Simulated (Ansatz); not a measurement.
BeTe (model structure, from the NiAs type, P6₃/mmc, No. 194) was calculated with PBEsol+SOC in Ansatz (PAW).

Input file:

Ansatz 0.2 input:
```yaml
crystal:
  lattice:
    - [3.8106635269, -0.0000002879, 0.0]
    - [-1.9053315141, 3.3001315635, 0.0]
    - [0.0, 0.0, 5.9495175725]
  atoms:
    - { symbol: Be, position: [0.0, 0.0, 0.0] }
    - { symbol: Be, position: [0.0, 0.0, 0.5] }
    - { symbol: Te, position: [0.3333333333, 0.6666666667, 0.25] }
    - { symbol: Te, position: [0.6666666667, 0.3333333333, 0.75] }
basis:
  ecutwfc: 520
  ecutrho_ratio: 4
  xc_grid: 2
kpoints:
  mp_grid: { grid: [18, 18, 10] }
hamiltonian:
  xc: pbesol
  dispersion: none
  pseudopotentials: { kind: paw }
scf:
  occupations: { method: fermi_dirac, width: 0.05 }
  convergence: { dr2_threshold: 0.0000000004 }
output:
  forces: true
  stress: true
  eigenvalues: true
magnetization:
  noncollinear: true
  spin_orbit: true
```

From the output:

```
Crystal: 4 atoms, lattice volume = 74.819 Å³
Basis set: ecut = 520 eV, 1973 PW (Γ), exchange–correlation on 60×60×90 points (8 copies of the dense FFT grid, shifted against one another)
Bands: 44, of which v1, the nominal top of the filled ones, is band 36 counted from 1 (35 counted from 0)
Symmetry: 24 space group operations + 24 with time reversal
k-points: 222 of 3240
Initial density: superposition of atomic densities (chi_scale 0.1, normalization cell, long waves kept (reshape's long-wave potential 0.00 eV rms))
Functional: x = pbesol(κ = 0.804, μ = 0.12345679012345678), c = pbesol(β = 0.046)
spin=Noncollinear: Kerker preconditioning applied to the charge; magnetization (m_x, m_y, m_z) channels mix plain (no charge-response kernel on spin).
SCF 1 converged in 10 iterations: F = -13988.715860 eV  dr2 = 3.04e-11
SCF converged after 10 iterations
Free energy (F): -13988.715860 eV
Internal energy: -13988.711800 eV  (E = F + TS)
E sigma→0 (E₀):  -13988.713830 eV
Fermi energy:    10.398128 eV
--- Stress (GPa, compression-positive) ---
       -0.000329       0.000000       0.000000
        0.000000      -0.000329       0.000000
        0.000000       0.000000       0.201078
  P = ⅓ Tr σ = 0.0668 GPa (0.668 kbar)
```

The PAW data were made under PBE.

Note: the cell keeps the symmetry of its start, so it can be a saddle point.

The result took very roughly 110 core-seconds.

A model structure was made by putting elements into a prototype or built by hand; it is no filed structure, need not be a known phase, and can be a saddle point held by its symmetry.

Ansatz is a first-principles code.
